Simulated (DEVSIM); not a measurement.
# abrupt GaAs p-n junction

Structure: abrupt GaAs p-n junction, at 300 K.

```csv
layer (left to right),material,thickness (μm),Nd (cm⁻³),Na (cm⁻³),τn (s),τp (s)
1,GaAs,17.0,-,6.9e16,6e-8,6e-8
2,GaAs,2.50,1.5e17,-,6e-8,6e-8
```

Left contact: ohmic. Right contact: ohmic. Voltage is applied to the left contact. Recombination: SRH at mid-gap, Auger. Mobility is constant in doping.

This is a model device: material constants are rounded textbook-type values typed into the input, and sizes, dopings and lifetimes were drawn at random. Values at 300 K.

| parameter | GaAs |
|---|---|
| gap (eV) | 1.424 |
| affinity (eV) | 4.07 |
| permittivity | 12.9 |
| Nc (cm⁻³) | 4.7e17 |
| Nv (cm⁻³) | 9e18 |
| μn (cm²/Vs) | 8500 |
| μp (cm²/Vs) | 400 |
| Cn (cm⁶/s) | 1e-30 |
| Cp (cm⁶/s) | 1e-30 |

DEVSIM, 1D drift-diffusion, Boltzmann statistics, complete ionisation; no tunnelling, impact ionisation, image-force lowering or self-heating.

```
Quantity                                             Value
---------------------------------------------  -----------
Potential step across the device at zero bias      1.269 V
Largest field in the device at zero bias       130000 V/cm
Dark forward voltage at 1 A/cm²                    1.055 V
Dark forward voltage at 100 A/cm²                  1.180 V
```

Small-signal capacitance in reverse bias (quasi-static):

```json
[
 {"V (V)": "-0.2", "C (nF/cm²)": "55.2"},
 {"V (V)": "-0.5", "C (nF/cm²)": "50.2"},
 {"V (V)": "-1", "C (nF/cm²)": "44.2"},
 {"V (V)": "-1.5", "C (nF/cm²)": "39.9"},
 {"V (V)": "-2", "C (nF/cm²)": "36.7"},
 {"V (V)": "-3", "C (nF/cm²)": "32.0"},
 {"V (V)": "-4", "C (nF/cm²)": "28.8"},
 {"V (V)": "-5", "C (nF/cm²)": "26.4"},
 {"V (V)": "-6.5", "C (nF/cm²)": "23.7"},
 {"V (V)": "-8", "C (nF/cm²)": "21.7"},
 {"V (V)": "-10", "C (nF/cm²)": "19.6"}
]
```

Dark forward current:

(V (V), J (A/cm²)): (0.05, 4.2e-12); (0.15, 4.3e-11); (0.25, 3.2e-10); (0.35, 2.4e-9); (0.45, 1.7e-8); (0.55, 1.3e-7); (0.65, 1.1e-6); (0.75, 1.5e-5); (0.85, 0.00042); (0.95, 0.018); (1.05, 0.82); (1.15, 36); (1.25, 700); (1.35, 3800)
